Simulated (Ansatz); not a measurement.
System: In₂Se₃ (within 0.1 Å of P-3m1, No. 164; cell taken from a computed entry). Method: r²SCAN+rVV10 in Ansatz (PAW).

Run with plane-wave cutoff 500 eV, 12×12×4 k mesh (along the axes of the cell as run), Fermi–Dirac smearing 0.05 eV, scalar-relativistic PAW data made under PBE.

Cell (relaxed at this level):

```cif
data_In2Se3
_chemical_formula_sum 'In2 Se3'
_space_group_name_H-M_alt 'P-3m1'
_space_group_IT_number 164
_space_group_name_Hall '-P 3 2"'
_cell_length_a 3.95530
_cell_length_b 3.95530
_cell_length_c 9.54377
_cell_angle_alpha 90.000
_cell_angle_beta 90.000
_cell_angle_gamma 120.000
loop_
_atom_site_label
_atom_site_type_symbol
_atom_site_symmetry_multiplicity
_atom_site_Wyckoff_symbol
_atom_site_fract_x
_atom_site_fract_y
_atom_site_fract_z
_atom_site_occupancy
In1 In 2 d 0.33333 0.66667 0.19476 1
Se1 Se 1 a 0.00000 0.00000 0.00000 1
Se2 Se 2 d 0.66667 0.33333 0.33403 1
```

Problem. Give the computed band gap.

Solution. 
band gap: 0.29 eV (on the SCF k mesh)

Spin–orbit coupling is not included.

Cost on a shared machine: very roughly 30 core-minutes.

Ansatz is a quantum-chemistry and plane-wave program.
